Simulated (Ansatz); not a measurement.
Sr: pressure 7.5 GPa

Base system: Sr in the fcc (Cu type) structure (space group Fm-3m, No. 225; a = 6.100 Å).

One thing is altered: a hydrostatic pressure of 7.5 GPa.

All numbers come from r2SCAN (Ansatz, a program for electronic structure; PAW; 500 eV plane waves; no spin-orbit coupling), earlier PAW set. Γ-centred 13×13×13 mesh, Fermi–Dirac width 0.05 eV.

The volume per atom drops by 17.44 Å³ (56.75 Å³ → 39.31 Å³) and the density increases by 1.14 g/cm³, from 2.56 g/cm³ to 3.70 g/cm³. The enthalpy H = E + PV relative to the base's energy amounts to +2.15 eV/atom and the band gap goes from zero to 0.06 eV (uncertain: the edges found look like a band crossing or inverted bands; the changed cell).

Final structure:

```xyz
1
Lattice="0.0000 2.6987 2.6987 2.6987 0.0000 2.6987 2.6987 2.6987 0.0000" Properties=species:S:1:pos:R:3 pbc="T T T"
Sr     0.0000     0.0000     0.0000
```

Cost of the whole job for the changed cell (relaxation, final SCF and bands): very roughly 30 core-seconds.

Load acts through the strain it causes; cell and atoms are relaxed under it. Stability against distortions was not tested. Measured, Sr leaves this structure (for bcc) near 3.5 GPa (temperature not stated; as listed in Olga Degtyareva, NATO science for peace and security series. B, Physics and biophysics (2010)).
